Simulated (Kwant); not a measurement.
System: six-terminal Hall bar in a GaN two-dimensional gas. Effective mass 0.22 mₑ, grid spacing 3.8 nm, hard walls, nominal width 100 nm (27 grid rows, so walls 106.4 nm apart), one parabolic valley, scattering region 260 nm long along x; energies count from the band bottom; Fermi energy 0.00485 eV. Four side probes 50 nm wide, two on each edge; current runs along x; the sign of the Hall resistance is a convention. Perpendicular field swept from 0.76806 to 15.668 T, also in the leads; orbital effect alone.

Constants are typed, rounded textbook-type inputs, not results; the design itself was drawn at random and stands for no fabricated device.

Computed with Kwant: effective-mass tight-binding model on a square grid, one spin, coherent transport at 0 K. Resistances are in h/e².

Problem. How many Landau levels lie under the Fermi energy, and what Hall resistance follows, at 4.85 meV and 1.53 T; 4.85 meV and 7.84 T; 4.85 meV and 10.4 T; 4.85 meV and 11.6 T?

Solution. ħωc = ħeB/m = 0.526 meV a tesla; levels lie at (n + ½)ħωc. E/ħωc = 6.04 gives 6 levels and h/(6e²) = 0.167; simulated 0.185, off the plateau. E/ħωc = 1.18 gives 1 level and h/(1e²) = 1.000; simulated 1.000. E/ħωc = 0.89 gives 1 level and h/(1e²) = 1.000; simulated 1.000. E/ħωc = 0.79 gives 1 level and h/(1e²) = 1.000; simulated 1.000. The count is that of a wide sample; where the walls of bar or probes squeeze the orbits, it misses.
